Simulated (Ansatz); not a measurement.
Data:

```
MgS
1.0
    0.00000     2.59084     2.59084
    2.59084     0.00000     2.59084
    2.59084     2.59084     0.00000
Mg S
1 1
Direct
  0.00000   0.00000   0.00000
  0.50000   0.50000   0.50000
```

Computed with HSE06, rigid bands (plane waves, PAW, scalar-relativistic; Ansatz, an electronic-structure program). How the cell was made: cell and atoms relaxed with PBEsol.

### Question
What conductivity effective mass do dilute holes have at 300 K?

### Answer
0.95 mₑ.

### Question
Predict the electron conductivity mass (n e² τ/σ) at 300 K, by direction if it differs.

### Answer
0.35 mₑ.

### Question
And the band gap?

### Answer
3.83 eV at this level.

Rigid bands, one relaxation time for all states, no polarons. Spin-orbit coupling is left out; where it splits the top of the valence band it changes the hole mass and lowers the gap by about a third of the splitting. Geometry: cell and atoms relaxed with PBEsol.
